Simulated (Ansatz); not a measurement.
Input and output of a self-consistent single point for Ca2AgPd2 (Imm2, 5 atoms in the cell) (Ansatz, a program for electronic structure).

Method of the run: PBEsol, default PAW files made with PBE (plane waves; Ansatz).

```
CELL_PARAMETERS angstrom
     -2.25061     2.90195     4.22935
      2.25061    -2.90195     4.22935
      2.25061     2.90195    -4.22935
ATOMIC_POSITIONS crystal
  Ca 0.70812 0.20812 0.50000
  Ca 0.29779 0.79779 0.50000
  Ag 0.00000 0.00000 0.00000
  Pd 0.73119 0.50000 0.23119
  Pd 0.26881 0.50000 0.76881
```

Reference input (self-consistent single point, DFT, PBEsol, plane waves, default PAW files made with PBE): basis.ecutwfc = 420 eV; kpoints.mp_grid.grid = 7 7 7; hamiltonian.xc = pbesol; hamiltonian.pseudopotentials = {kind: paw} (the program's default PAW files); scf.occupations.method = fermi_dirac; scf.occupations.width = 0.1 eV. This run's input differs from it in these lines:

Ansatz 0.2 input:
```diff
@@ -16,3 +16,4 @@
   mp_grid:
-    grid: [7, 7, 7]
+    grid: [8, 8, 8]
+    shift: [0.5, 0.5, 0.5]
 hamiltonian:
```

The program printed (abridged):

```
SCF iter   1: F=—  HF=-24925.882417 eV  |F-HF|=—  |Δ(HF+E_count)|=         —  Δρ=7.90e-3  dr2=7.92e-2  ethr=1.77e-3  ⟨swp⟩=8.5  Hψ=18162  notcnv=0
all-band conjugate gradients solve this SCF's bands
preconditioner: auto → Kerker (q_TF=auto, 2.558 Å⁻¹)
SCF iter   2: F=—  HF=-24925.867378 eV  |F-HF|=—  |Δ(HF+E_count)|=   1.50e-2  Δρ=3.40e-3  dr2=1.96e-2  ethr=1.06e-4  ⟨swp⟩=2.8  Hψ=7788  notcnv=0
   [... lines left out ...]
SCF iter   5: F=—  HF=-24925.863603 eV  |F-HF|=—  |Δ(HF+E_count)|=   5.33e-5  Δρ=1.16e-4  dr2=3.78e-5  ethr=4.63e-7  ⟨swp⟩=1.6  Hψ=4377  notcnv=0
SCF iter   6: F=—  HF=-24925.863593 eV  |F-HF|=—  |Δ(HF+E_count)|=   9.99e-6  Δρ=3.86e-5  dr2=2.07e-6  ethr=5.04e-8  ⟨swp⟩=2.0  Hψ=5435  notcnv=0
SCF iter   7: F=—  HF=-24925.863593 eV  |F-HF|=—  |Δ(HF+E_count)|=   2.02e-7  Δρ=1.07e-5  dr2=1.70e-7  ethr=2.76e-9  ⟨swp⟩=2.0  Hψ=5812  notcnv=0
SCF iter   8: F=-24925.863593 eV  HF=-24925.863593 eV  |F-HF|=1.02e-8  |Δ(HF+E_count)|=   1.11e-8  Δρ=3.29e-6  dr2=2.01e-8  ethr=1.33e-10  ⟨swp⟩=4.8  Hψ=15020  notcnv=0
SCF 1 converged in 8 iterations: F = -24925.863593 eV  dr2 = 2.01e-8
Free energy (F): -24925.863593 eV
Internal energy: -24925.806554 eV  (E = F + TS)
E sigma→0 (E₀):  -24925.835073 eV
Entropy (-TS):   -0.057038 eV (-11.408 meV/atom)
Fermi energy:    11.694335 eV
--- Forces (eV/Å), atoms counted from 1 ---
  atom   1  Ca    -0.00000000     0.00000000    -0.19988907
  atom   2  Ca     0.00000000     0.00000000     0.05332904
  atom   3  Ag     0.00000000     0.00000000     0.02817849
  atom   4  Pd     0.00000000    -0.00938268     0.05918855
  atom   5  Pd    -0.00000000     0.00938268     0.05918855
--- Stress (GPa, compression-positive) ---
       -2.784925       0.000000      -0.000000
        0.000000      -3.072560       0.000000
       -0.000000       0.000000      -2.228402
  P = ⅓ Tr σ = -2.6953 GPa (-26.953 kbar)
  The stress holds the Pulay correction. Without it, at fixed plane waves, as pw.x and ABINIT print it: P = -2.7141 GPa
```

The run converged in 8 iterations. Against the reference run the free energy stays essentially unchanged (within 1 meV/atom), the pressure hardly changes (-2.68 to -2.70 GPa) and the largest force goes from 0.193 to 0.200 eV/Å.

The starting cell comes from a database of computed structures (which also holds hypothetical and non-ambient phases and stackings), without a prior relaxation at this level. Its lattice was rescaled by up to half a per cent. One atom was moved a little off its site on purpose. Spin polarisation is off. Ansatz's pressure includes its estimate of the finite-basis (Pulay) stress.

Cost on one core of a shared machine: roughly 40 s.
